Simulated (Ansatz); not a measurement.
The starting structures come from a database of crystals and need not be the phases stable at ambient conditions.

```
CELL_PARAMETERS angstrom
      5.42866     0.00000     0.00000
      0.00000     5.44489     0.00000
      2.71433    -2.72245     3.80699
ATOMIC_POSITIONS crystal
  Ca 0.25000 0.73843 0.50000
  Ca 0.75000 0.26157 0.50000
  Ti 0.50000 0.00000 0.00000
  Ti 0.00000 0.50000 0.00000
  O  0.29517 0.70483 0.90966
  O  0.70483 0.29517 0.09034
  O  0.20483 0.29517 0.09034
  O  0.79517 0.70483 0.90966
  O  0.75000 0.83343 0.50000
  O  0.25000 0.16657 0.50000
```

Space group of this cell: Imma. The cell is taken as given; by PBEsol its mean pressure is -2.9 GPa.

Transport runs along the normal of the first two printed cell vectors.

The gap is the functional's own. No spin-orbit coupling. Mid-gap values are interpolated on the energy grid.

Task: Compute, with PBEsol (Ansatz, a program for electronic structure), the band gap and the smallest decay constant κ at mid-gap.

Result: Gap 2.21 eV on a 8×8×8 mesh; κ = 0.261 1/Å, at the zone centre.
